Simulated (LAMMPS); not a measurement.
MD of TiO2 (anatase) at zero pressure, 600 atoms, as a liquid; each row is its own run.

Computed with classical MD, Buckingham potential of Matsui and Akaogi, Mol. Simul. 6, 239 (1991), as tabulated by Reinhardt, J. Chem. Phys. 151, 064505 (2019), used with rigid ions (no shells), PPPM sums, short-range terms cut at 10 Å, modified for these runs by an r^-4 repulsive force inside the short-range force's maximum, run in LAMMPS.

```
T (K)  volume (Å³/atom)
-----  ----------------
1890             11.443
2310             11.953
2620             12.289
2730             12.489
2940             12.804
3360             13.414
```

### Question
Fit a straight line, y = a + b x, to these rows (x is the first column, y the second) and predict the run at x = 2100.

### Answer
Least squares gives a = 8.8578 and b = 0.001340. At x = 2100 the fit predicts 11.673 Å³/atom. The run itself gave 11.62 ± 0.03 Å³/atom, so the fit is 0.43 % high.

Caution (row 1890): enthalpy drifts during the constant-pressure average: a transition or slow ageing; fluctuation values are void.

Caution: a run this short can hold a crystal over, or a liquid under, the potential's own melting point, which these runs don't give.
